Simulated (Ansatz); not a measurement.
A calculation on spinel Na2WO4 returned lattice constant a 9.089 Å, formation enthalpy -2.339 eV/atom.

For reference: lattice constant a 9.130 Å (measured, 298 K, copied from a table, unchecked, no zero-point or thermal correction; as tabulated in Acta Crystallographica Section E 71, 592 (2015)).

Problem. Which level of theory produced these numbers?
A) PBEsol (Ansatz (a first-principles code))
B) r²SCAN (Ansatz)
C) LDA (Ansatz)
D) r²SCAN+rVV10 (Ansatz)

Solution. B, r²SCAN (Ansatz)

The others give: LDA 8.931 Å, -2.378 eV/atom; PBEsol 9.110 Å, -2.172 eV/atom; r²SCAN+rVV10 9.036 Å, -2.357 eV/atom.

Unless a cell is named, each level is at its own relaxed cell (LDA 12.72, PBEsol 13.50, r²SCAN 13.41, r²SCAN+rVV10 13.17 Å³/atom).

Ansatz's density-functional and Hartree–Fock values are scalar-relativistic unless marked +SOC, with PAW data made under PBE.
